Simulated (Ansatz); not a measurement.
**LiH (model structure, from the CsCl type, Pm-3m, No. 221): smallest direct gap on the k points sampled by level of theory**

No measured value is used here.

```json
[
 {"level (code)": "LDA (Ansatz)", "value (eV)": "3.86"},
 {"level (code)": "PBE (Ansatz)", "value (eV)": "4.23"},
 {"level (code)": "r²SCAN (Ansatz)", "value (eV)": "4.93"},
 {"level (code)": "HSE06 (Ansatz)", "value (eV)": "5.28"},
 {"level (code)": "PBE0 (Ansatz)", "value (eV)": "5.98"}
]
```

Computed values are for a static lattice.  Values are at the PBEsol cell. Cutoffs and k meshes differ between the levels. Ansatz's density-functional and Hartree–Fock values are scalar-relativistic unless marked +SOC, with PAW data made under PBE.

A model structure was made by putting elements into a prototype or built by hand; it is no filed structure, need not be a known phase, and can be a saddle point held by its symmetry.

Ansatz is an electronic-structure program.
